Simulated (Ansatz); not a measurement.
# A computed series for Li2Se: response to strain

Base system: Li$_{2}$Se in the anti-fluorite structure (space group Fm-3m, No. 225; a = 6.0063 Å).

Strains are applied to the cell and any free atomic positions relax.

Method: PBE/PAW in Ansatz (a first-principles code), no spin-orbit coupling.

Candidates:
(a) isotropic strain −2.00 %
(b) isotropic strain +1.50 %
(c) isotropic strain +2.00 %
(d) isotropic strain −2.50 %

Notes on the quantities. energy relative to the base: free energy F.

### Question
Order them by energy relative to the base, highest first.

### Answer
(d) isotropic strain −2.50 % (+11 meV/atom), (a) isotropic strain −2.00 % (+7.3 meV/atom), (c) isotropic strain +2.00 % (+6.4 meV/atom), (b) isotropic strain +1.50 % (+3.7 meV/atom)

No phonon test of stability was made.
